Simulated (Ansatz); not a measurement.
Base system: ZnS in the zinc blende structure (space group F-43m, No. 216; a = 5.357 Å). Axes: x, y, z lie along the cube axes.

The values are results of PBEsol (Ansatz, a quantum-chemistry and plane-wave program; PAW; 420 eV plane waves; no spin-orbit coupling), earlier PAW set, not measurements.

Before the change:

```
Property                            Result
---------------------  -------------------
Valence-band top at Γ  0.00, 0.00, 0.00 eV
Electron mass               0.17 mₑ (at Γ)
```

One thing is altered: uniaxial stress, 0.5 GPa tension along x; all other stress components relax to zero.

### Question
What happens to the valence-band top at Γ?

### Answer
The valence-band top at Γ (three highest levels, from the VBM) goes from 0.00, 0.00, 0.00 eV to 0.00, 0.00, -0.04 eV.

### Question
What does the calculation give for the strain response after the change?

### Answer
The strain response (xx, yy, zz) is (+0.84, −0.32, −0.32) %.

### Question
Estimate the effect on the electron mass.

### Answer
The electron mass remains 0.17 mₑ (at Γ).

The levels and masses belong to the bands next to the band gap. Effective masses come from finite differences of ±0.01 Å⁻¹. Beyond what the load breaks, stability against distortions was not tested.
